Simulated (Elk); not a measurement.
Worked example: self-consistent single point of BeB₂ (P6/mmm, 3 atoms in the cell) in Elk.

Level of theory: PBEsol, all-electron FP-LAPW, Elk's shipped species files, APW+lo basis with extra local orbitals run with Elk.

The change in words: lattice scaled by 0.98. Reference geometry:
```
BeB2
1.0
    2.92969     0.00000     0.00000
   -1.46484     2.53719     0.00000
    0.00000     0.00000     2.87733
Be B
1 2
Direct
  0.00000   0.00000   0.00000
  0.33333   0.66667   0.50000
  0.66667   0.33333   0.50000
```

Reference input (self-consistent single point, DFT, PBEsol, all-electron FP-LAPW, Elk's shipped species files, APW+lo basis with extra local orbitals): xctype = 22; rgkmax = 7.5; swidth = 0.00499791 Ha; ngridk = 13 13 11; gmaxvr = 16 1/bohr; nxlo = 2; lorbcnd = true; rmtscf = 0.83; lmaxi = 3; maxscl = 100. This run's input differs from it in these lines:

```diff
@@ -31,5 +31,5 @@
 avec
-    5.5363117680   -0.0000000088    0.0000000000
-   -2.7681558764    4.7945866388    0.0000000000
-    0.0000000000    0.0000000000    5.4373656702
+    5.4255850382    0.0000000184    0.0000000000
+   -2.7127925350    4.6986944643    0.0000000000
+    0.0000000000    0.0000000000    5.3286176009
```

The program printed (abridged):

```
│ Self-consistent loop started │
│ Loop number : 1 │
 total energy                :     -65.5370251998
│ Loop number : 2 │
 total energy                :     -65.5175417612
RMS change in Kohn-Sham potential (target) :    10.08154115     (  0.1000000000E-05)
Absolute change in total energy (target)   :   0.1948343858E-01 (  0.1000000000E-03)
│ Loop number : 3 │
 total energy                :     -65.0620158408
RMS change in Kohn-Sham potential (target) :    7.205683343     (  0.1000000000E-05)
Absolute change in total energy (target)   :   0.4603967801     (  0.1000000000E-03)
│ Loop number : 4 │
   [... lines left out ...]
Absolute change in total energy (target)   :   0.1311597782E-04 (  0.1000000000E-03)
│ Loop number : 15 │
 total energy                :     -64.1524518155
RMS change in Kohn-Sham potential (target) :   0.1080463152E-05 (  0.1000000000E-05)
Absolute change in total energy (target)   :   0.2928726801E-05 (  0.1000000000E-03)
│ Loop number : 16 │
 total energy                :     -64.1524524537
RMS change in Kohn-Sham potential (target) :   0.1722221731E-06 (  0.1000000000E-05)
Absolute change in total energy (target)   :   0.9406173263E-07 (  0.1000000000E-03)
Convergence targets achieved

│ Loop number : 17 │

Energies :
 Fermi                       :     0.346123667704
 total energy                :     -64.1524522348

Density of states at Fermi energy :    13.53725805
 (states/Hartree/unit cell)

Estimated indirect band gap :   0.2607231039E-02
 from k-point     90 to k-point     86
Estimated direct band gap   :   0.6609763047E-01
 at k-point     55

Charges :
 core                        :    6.000000000
 valence                     :    8.000000000
 interstitial                :    4.706876431
 muffin-tins (core leakage)
  species :    1 (Be)
   atom    1                 :    2.411967077     (  0.5576528483E-02)
  species :    2 (B)
   atom    1                 :    3.440578246     (  0.5960567430E-03)
   atom    2                 :    3.440578246     (  0.5960567430E-03)
 total in muffin-tins        :    9.293123569
 total calculated charge     :    13.99088161
 total charge                :    14.00000000
 error                       :   0.9118392081E-02

│ Self-consistent loop stopped │
```

The run converged in 17 iterations. The count includes the last loop, which Elk runs after its targets are met. Against the reference run the free energy goes up by 12.8 meV/atom.

The starting cell comes from a database of computed structures (which also holds hypothetical and non-ambient phases and stackings), without a prior relaxation at this level. For this run, on top of that: lattice scaled by 0.98. Values depend on the basis (sphere radii, cutoffs, local orbitals), which need not be converged. The log's line on a gap gives a spacing of levels on this mesh, which the program prints for metals too.

Cost on one core of a shared machine: roughly 3 min.
